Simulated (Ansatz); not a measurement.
Terminations of the (000-1) surface of wurtzite CdS (S plane on top), measured from the surface '2x2 with 2 H on 4 top atoms'. Atoms come from or go to: Al: fcc Al, Cd: hcp Cd, F: ½ F2(g), H: ½ H2(g), I: ½ I2(g), In: tetragonal indium, Mg: hcp Mg, N: ½ N2(g), O: ½ O2(g), S: ⅛ S8(g). ΔE is the energy of forming the row's surface from that one (negative: more stable at these reservoirs); the vacuum level's shift is aligned on the shared bottom. No zero-point or thermal terms. These are constructed structures in small cells; real faces may alloy, dewet or reconstruct in larger ones, and not all known structures of the face are among them. Slabs of about 14 Å with all that they carry, Fermi-Dirac smearing of 0.025 eV. Bottom of the slabs: H caps. Relaxed from the named starts with such symmetry as they have, on meshes of like density; energies extrapolated to zero smearing; no spin-orbit coupling, no U. Spin-polarised runs, if any, are marked in brackets, and their order is one that fits the cell; the others ran without spin. Where a second, spin-polarised start was run, the lower counts. A dash marks a value that is undefined for that row (no clear gap, or no work function of a gapped slab) or was not read reliably on its mesh.

These are PBE (plane waves to 420 eV, PAW; Ansatz, a quantum-chemistry and plane-wave program) values and carry that method's errors.

| surface | atoms added per 1x1 | ΔE per 1x1 (eV) | slab gap (eV) | shift of the vacuum level (eV) | work function (eV) |
|---|---|---|---|---|---|
| relaxed from the ideal S-terminated 1x1 [spin, 1.5 μB a cell] | -0.5 H | ___ | – | 1.41 | 6.73 |
| 2x2 Mg adatom at H3 | -0.5 H, +0.25 Mg | -0.21 | 1.30 | -0.22 | – |
| 2x2 with 1 H on 4 top atoms [spin start, no net moment] | -0.25 H | 0.34 | – | 0.97 | 6.30 |
| F on every top atom | +1 F, -0.5 H | -0.59 | – | 1.44 | 5.41 |
| I on every top atom | -0.5 H, +1 I | 0.70 | – | 0.52 | – |
| 2x2 In adatom at H3 [spin, 0.9 μB a cell] | -0.5 H, +0.25 In | ___ | – | -0.12 | – |
| 2x2 Cd adatom at T1 [spin, 0.4 μB a cell] | +0.25 Cd, -0.5 H | 0.60 | – | -0.40 | 4.99 |
| 2x2 Al adatom at H3 [spin, 0.6 μB a cell] | +0.25 Al, -0.5 H | 0.12 | – | 0.33 | 4.33 |
| 2x2 S adatom at T1 [spin, 1.9 μB a cell] | -0.5 H, +0.25 S | 0.65 | – | 0.54 | – |
| 2x2 O adatom at H3 (2 O–S bonds formed; 2 Cd–S bonds broke) | -0.5 H, +0.25 O | 0.54 | 0.86 | 1.48 | – |
| 2x2 with 2 H on 4 top atoms | none | 0.00 | 1.60 | 0.00 | – |
| NH2 on every top atom (like top atoms buckled by 1.1 Å) | +1.5 H, +1 N | 0.86 | 0.35 | -1.45 | – |

### Question
Some entries are withheld; supply them.

### Answer

- relaxed from the ideal S-terminated 1x1 [spin, 1.5 μB a cell], ΔE per 1x1 (eV): 0.72
- 2x2 In adatom at H3 [spin, 0.9 μB a cell], ΔE per 1x1 (eV): 0.19
